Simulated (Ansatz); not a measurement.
Base system: WSe$_{2}$ (space group Fm-3m, No. 225; a = 6.2597 Å; ferromagnetic; a hypothetical phase, not in the database extracts checked; relaxed with 0.1 eV smearing). Axes: x, y, z lie along the cube axes.

The values are results of r2SCAN (Ansatz, a quantum-chemistry and plane-wave program; PAW; 500 eV plane waves; spin-orbit coupling left out), earlier PAW set, not measurements.

Base values:

- Volume per atom = 20.44 Å³
- Magnetic state = ferromagnetic

One thing is altered: uniaxial stress, 8 GPa tension along z; all other stress components relax to zero.

Task: How does this affect the secant Young's modulus along z, mean lateral Poisson ratio, energy relative to the base, volume per atom and magnetic state?

Result: The secant Young's modulus along z is 200 GPa; the mean lateral Poisson ratio amounts to 0.19; the energy rises by 20 meV/atom; the volume per atom increases by 0.50 Å³, from 20.44 Å³ to 20.94 Å³; the magnetic state is still ferromagnetic.

The magnetic state is the one reached from the starting moments; the real material's order can differ, and small cells can't hold many antiferromagnetic ones. Load acts through the strain it causes; cell and atoms are relaxed under it. Beyond what the load breaks, stability against distortions was not tested.
